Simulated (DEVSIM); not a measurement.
System: TaN/SiO2/p-Ge capacitor, at 300 K.

| layer (left to right) | material | thickness (nm) | Na (cm⁻³) |
|---|---|---|---|
| 1 | SiO2 | 3.50 | - |
| 2 | Ge | 3300 | 3.3e16 |

Metal gate on the left, work function 4.4 eV. Fixed charge at the semiconductor interface 7.8e10 cm⁻² (in units of +e); no interface traps.

This is a model device: material constants are rounded textbook-type values typed into the input, and sizes, dopings and lifetimes were drawn at random. Values at 300 K.

```
parameter      SiO2       Ge
-------------  ----  -------
gap (eV)          9    0.664
affinity (eV)   0.9        4
permittivity    3.9       16
Nc (cm⁻³)         -  1.04e19
Nv (cm⁻³)         -     6e18
```

DEVSIM, 1D Poisson equation in equilibrium, Boltzmann statistics, complete ionisation; no quantum confinement or tunnelling. Metal contacts follow the ideal Schottky-Mott rule: no Fermi-level pinning, no interface dipoles.

Tabulate band edges, carrier densities and field at 0.15 V on the gate.

Energies count from the Fermi level of the right contact; mesh points crowd at the junctions.

```csv
x (μm),Ec (eV),Ev (eV),n (cm⁻³),p (cm⁻³),field (V/cm)
0.000,3.350,-5.650,< 1e2,< 1e2,130000
0.0009878,3.362,-5.638,< 1e2,< 1e2,130000
0.002145,3.377,-5.623,< 1e2,< 1e2,130000
0.003211,3.390,-5.609,< 1e2,< 1e2,130000
0.004704,0.299,-0.365,1.0e14,4.4e12,39000
0.007321,0.309,-0.355,6.7e13,6.5e12,38000
0.01284,0.329,-0.335,3.1e13,1.4e13,36000
0.03038,0.387,-0.277,3.3e12,1.3e14,30000
0.06142,0.461,-0.203,1.9e11,2.3e15,18000
0.1268,0.521,-0.143,1.8e10,2.4e16,3000
0.2646,0.529,-0.135,1.3e10,3.3e16,18
0.7029,0.529,-0.135,1.3e10,3.3e16,≈ 0
1.479,0.529,-0.135,1.3e10,3.3e16,≈ 0
2.407,0.529,-0.135,1.3e10,3.3e16,≈ 0
2.969,0.529,-0.135,1.3e10,3.3e16,≈ 0
3.145,0.529,-0.135,1.3e10,3.3e16,≈ 0
3.229,0.529,-0.135,1.3e10,3.3e16,≈ 0
3.269,0.529,-0.135,1.3e10,3.3e16,≈ 0
3.291,0.529,-0.135,1.3e10,3.3e16,≈ 0
3.298,0.529,-0.135,1.3e10,3.3e16,≈ 0
3.302,0.529,-0.135,1.3e10,3.3e16,≈ 0
3.304,0.529,-0.135,1.3e10,3.3e16,≈ 0
```
